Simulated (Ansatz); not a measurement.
# BeS: pressure series

Base system: BeS in the zinc blende structure (space group F-43m, No. 216; a = 4.8381 Å).

Cell and atoms are relaxed at each pressure.

All numbers come from Ansatz (an electronic-structure program), PBEsol, PAW, cutoff 420 eV, scalar-relativistic without spin-orbit coupling.

| P (GPa) | V (Å³/atom) |
|---|---|
| -1.99 | 14.460 |
| -0.99 | 14.303 |
| 0.90 | 14.026 |
| 2.11 | 13.863 |
| 4.50 | 13.563 |
| 9.00 | 13.071 |
| 14.99 | 12.522 |
| 22.49 | 11.958 |
| 29.99 | 11.488 |

Task: Fit a third-order Birch–Murnaghan equation of state.

Result: Least squares on P(V) = (3B₀/2)[(V₀/V)^(7/3) − (V₀/V)^(5/3)]·[1 + (3/4)(B₀′ − 4)((V₀/V)^(2/3) − 1)] gives V₀ = 14.15 Å³/atom, B₀ = 97 GPa and B₀′ = 3.7.

Between the base and pressure 9 GPa the gap moves from 2.91 eV to 2.71 eV, a mean slope of -22 meV/GPa.

Load acts through the strain it causes; cell and atoms are relaxed under it. Whether these cells are dynamically stable was not tested. Competing high-pressure phases were not computed.
